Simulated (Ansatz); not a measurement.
Consider Ga-vacancy pair (Ga on one host Si site, one Si site vacant) in silicon, charge state +1. These are PBE, PAW (plane waves to 420 eV; Ansatz, a first-principles code) values and carry that method's errors.

Settings: 216 host sites, the relaxed PBE lattice, one k-point at (0.250, 0.250, 0.250), smearing 0.01 eV, spin-restricted, no image-charge correction. Static, classical nuclei. The charge state is imposed; whether it is stable for some Fermi level was not computed. Forms of the defect that were not tried may lie lower.

Barriers: single points on a 2×2×2 k-point mesh shifted by half a step at the bands' geometries.

Relaxed starting cell (atoms counted from 1):

```xyz
215
Lattice="16.4100 0.0000 0.0000 0.0000 16.4100 0.0000 0.0000 0.0000 16.4100" Properties=species:S:1:pos:R:3 pbc="T T T"
Ga    -0.1050    -0.1046     2.6298
Si    -0.0019    -0.0012     8.2111
Si    -0.0006     0.0002    13.6742
Si    -0.0020     5.4774     2.7326
Si    -0.0027     5.4557     8.1898
Si     0.0009     5.4792    13.6635
Si    -0.0007    10.9402     2.7341
Si     0.0009    10.9293     8.2133
Si     0.0015    10.9389    13.6730
Si     5.4764    -0.0013     2.7328
Si     5.4549    -0.0019     8.1897
Si     5.4785     0.0018    13.6634
Si     5.4548     5.4557     2.7321
Si     5.4709     5.4716     8.2057
Si     5.4674     5.4682    13.6763
Si     5.4785    10.9293     2.7356
Si     5.4675    10.9421     8.2023
Si     5.4707    10.9406    13.6746
Si    10.9394     0.0001     2.7341
Si    10.9285     0.0016     8.2133
Si    10.9380     0.0023    13.6729
Si    10.9286     5.4791     2.7358
Si    10.9414     5.4681     8.2023
Si    10.9397     5.4715    13.6746
Si    10.9381    10.9389     2.7364
Si    10.9397    10.9405     8.2056
Si    10.9419    10.9427    13.6767
Si     1.3497     4.0679     1.4009
Si     1.3781     4.0754     6.8095
Si     1.3686     4.1041    12.3056
Si     1.3682     9.5743     1.3679
Si     1.3686     9.5716     6.8383
Si     1.3636     9.5692    12.3035
Si     1.4569    15.0224     1.3465
Si     1.3494    15.0764     6.8022
Si     1.3684    15.0437    12.3084
Si     6.8343     4.0993     1.3737
Si     6.8378     4.1064     6.8405
Si     6.8351     4.1011    12.3070
Si     6.8435     9.5676     1.3675
Si     6.8352     9.5730     6.8352
Si     6.8362     9.5729    12.3069
Si     6.8418    15.0398     1.3636
Si     6.8344    15.0496     6.8334
Si     6.8435    15.0433    12.3018
Si    12.2896     4.1239     1.3646
Si    12.3120     4.0958     6.8298
Si    12.3085     4.1020    12.3062
Si    12.3090     9.5773     1.3681
Si    12.3084     9.5722     6.8362
Si    12.3072     9.5739    12.3080
Si    12.3194    15.0509     1.3748
Si    12.2896    15.0405     6.8581
Si    12.3091    15.0440    12.3114
Si    -0.0032     2.7607    -0.0270
Si     0.0710     2.6831     5.4161
Si     0.0016     2.7332    10.9413
Si    -0.0001     8.2077     0.0005
Si     0.0016     8.2074     5.4672
Si     0.0024     8.1968    10.9311
Si     0.0131    13.6838     0.0079
Si    -0.0032    13.6488     5.4947
Si    -0.0001    13.6765    10.9417
Si     5.4513     2.7415     0.0210
Si     5.4739     2.7379     5.4720
Si     5.4675     2.7357    10.9371
Si     5.4701     8.2039     0.0005
Si     5.4676     8.2032     5.4697
Si     5.4696     8.2057    10.9398
Si     5.4738    13.6741    -0.0019
Si     5.4518    13.6964     5.4755
Si     5.4702    13.6766    10.9379
Si    10.9400     2.7358    -0.0002
Si    10.9380     2.7317     5.4660
Si    10.9444     2.7389    10.9333
Si    10.9402     8.2088     0.0008
Si    10.9445     8.1993     5.4731
Si    10.9401     8.2057    10.9398
Si    10.9477    13.6810     0.0050
Si    10.9401    13.6757     5.4699
Si    10.9402    13.6766    10.9430
Si     1.3688     1.3695     9.5716
Si     1.3657     1.3664    15.0414
Si     1.3688     6.8374     4.1037
Si     1.3708     6.8266     9.5607
Si     1.3616     6.8270    15.0545
Si     1.3655    12.3073     4.1005
Si     1.3617    12.3202     9.5614
Si     1.3680    12.3079    15.0420
Si     6.8367     1.3696     4.1036
Si     6.8257     1.3714     9.5605
Si     6.8262     1.3624    15.0546
Si     6.8257     6.8265     4.1056
Si     6.8381     6.8389     9.5729
Si     6.8346     6.8355    15.0428
Si     6.8265    12.3202     4.0963
Si     6.8347    12.3087     9.5696
Si     6.8410    12.3070    15.0411
Si    12.3064     1.3665     4.1006
Si    12.3196     1.3624     9.5613
Si    12.3072     1.3687    15.0420
Si    12.3196     6.8271     4.0965
Si    12.3079     6.8354     9.5694
Si    12.3062     6.8417    15.0411
Si    12.3071    12.3080     4.1028
Si    12.3062    12.3069     9.5759
Si    12.3106    12.3114    15.0454
Si     2.7600    -0.0023    -0.0271
Si     2.6819     0.0710     5.4162
Si     2.7325     0.0023    10.9412
Si     2.7408     5.4524     0.0208
Si     2.7374     5.4749     5.4720
Si     2.7349     5.4682    10.9372
Si     2.7349    10.9408    -0.0002
Si     2.7310    10.9389     5.4657
Si     2.7381    10.9453    10.9334
Si     8.2067     0.0008     0.0005
Si     8.2065     0.0023     5.4673
Si     8.1961     0.0032    10.9309
Si     8.2031     5.4709     0.0005
Si     8.2022     5.4682     5.4698
Si     8.2049     5.4703    10.9398
Si     8.2081    10.9410     0.0008
Si     8.1987    10.9452     5.4730
Si     8.2049    10.9409    10.9398
Si    13.6830     0.0138     0.0078
Si    13.6480    -0.0024     5.4948
Si    13.6757     0.0006    10.9417
Si    13.6732     5.4746    -0.0019
Si    13.6959     5.4522     5.4757
Si    13.6757     5.4709    10.9380
Si    13.6801    10.9485     0.0050
Si    13.6750    10.9408     5.4698
Si    13.6759    10.9409    10.9430
Si     4.0742     4.0752     4.1127
Si     4.1057     4.1064     9.5727
Si     4.0950     4.0958    15.0469
Si     4.1034     9.5716     4.1034
Si     4.1004     9.5730     9.5701
Si     4.1013     9.5722    15.0434
Si     4.0674    15.0762     4.0844
Si     4.0986    15.0495     9.5692
Si     4.1233    15.0405    15.0245
Si     9.5707     4.1042     4.1034
Si     9.5723     4.1011     9.5698
Si     9.5714     4.1021    15.0433
Si     9.5686     9.5692     4.0985
Si     9.5721     9.5729     9.5710
Si     9.5733     9.5741    15.0420
Si     9.5736    15.0438     4.1030
Si     9.5670    15.0433     9.5784
Si     9.5764    15.0441    15.0439
Si    15.0759     4.0680     4.0844
Si    15.0489     4.0993     9.5692
Si    15.0397     4.1239    15.0245
Si    15.0429     9.5744     4.1032
Si    15.0427     9.5676     9.5783
Si    15.0432     9.5772    15.0439
Si    15.0215    15.0224     4.1915
Si    15.0389    15.0396     9.5768
Si    15.0501    15.0508    15.0543
Si     2.6807     2.6815     2.8065
Si     2.7371     2.7378     8.2087
Si     2.7311     2.7318    13.6730
Si     2.7325     8.2073     2.7364
Si     2.7349     8.2031     8.2024
Si     2.7381     8.1993    13.6794
Si     2.7599    13.6487     2.7318
Si     2.7408    13.6966     8.1863
Si     2.7350    13.6758    13.6749
Si     8.2064     2.7333     2.7364
Si     8.2022     2.7356     8.2024
Si     8.1984     2.7390    13.6793
Si     8.1961     8.1967     2.7372
Si     8.2049     8.2057     8.2045
Si     8.2049     8.2057    13.6750
Si     8.2068    13.6765     2.7348
Si     8.2032    13.6765     8.2050
Si     8.2081    13.6767    13.6750
Si    13.6479     2.7606     2.7317
Si    13.6961     2.7415     8.1863
Si    13.6749     2.7358    13.6748
Si    13.6756     8.2076     2.7348
Si    13.6757     8.2039     8.2050
Si    13.6759     8.2089    13.6751
Si    13.6831    13.6838     2.7478
Si    13.6732    13.6739     8.2087
Si    13.6801    13.6809    13.6826
Si     4.0666     1.3507     1.4014
Si     4.0740     1.3783     6.8088
Si     4.1034     1.3692    12.3056
Si     4.0985     6.8351     1.3738
Si     4.1058     6.8390     6.8406
Si     4.1003     6.8358    12.3071
Si     4.1233    12.2903     1.3646
Si     4.0952    12.3127     6.8300
Si     4.1013    12.3093    12.3064
Si     9.5735     1.3691     1.3678
Si     9.5707     1.3693     6.8382
Si     9.5685     1.3645    12.3034
Si     9.5670     6.8441     1.3675
Si     9.5722     6.8359     6.8351
Si     9.5721     6.8370    12.3068
Si     9.5764    12.3100     1.3681
Si     9.5715    12.3092     6.8361
Si     9.5732    12.3079    12.3081
Si    15.0216     1.4573     1.3464
Si    15.0758     1.3502     6.8021
Si    15.0431     1.3691    12.3084
Si    15.0388     6.8427     1.3637
Si    15.0489     6.8351     6.8334
Si    15.0426     6.8441    12.3018
Si    15.0500    12.3203     1.3749
Si    15.0397    12.2903     6.8581
Si    15.0433    12.3098    12.3113
```
Cell charge +1.

End state 1 differs by these moves (Å; atoms that move under 0.08 Å are left out):

| atom | element | Δx | Δy | Δz |
|---|---|---|---|---|
| 1 | Ga | 1.58 | 1.58 | 1.58 |
| 28 | Si | 0.02 | 0.06 | -0.06 |
| 34 | Si | -0.16 | 0.07 | 0.07 |
| 35 | Si | 0.02 | -0.06 | 0.06 |
| 55 | Si | 0.02 | -0.06 | 0.06 |
| 56 | Si | -0.16 | 0.07 | 0.07 |
| 62 | Si | 0.02 | 0.06 | -0.06 |
| 108 | Si | -0.06 | 0.02 | 0.06 |
| 109 | Si | 0.07 | -0.16 | 0.07 |
| 127 | Si | 0.06 | 0.02 | -0.06 |
| 141 | Si | 0.06 | -0.06 | 0.02 |
| 153 | Si | -0.06 | 0.06 | 0.02 |
| 159 | Si | 0.07 | 0.07 | -0.16 |
| 162 | Si | 0.07 | 0.07 | -0.16 |
| 168 | Si | -0.06 | 0.06 | 0.02 |
| 180 | Si | 0.06 | -0.06 | 0.02 |
| 189 | Si | 0.06 | 0.02 | -0.06 |
| 207 | Si | 0.07 | -0.16 | 0.07 |
| 208 | Si | -0.06 | 0.02 | 0.06 |

Problem. Predict the forward and backward barriers to end state 1 from PBE, PAW.

Solution. forward 0.12 eV, backward 0.12 eV; at the saddle point atom 1 has neighbours 3 Si at 2.63, 2 Si at 3.02, Si at 3.03 Å. The program found a first-order saddle point.
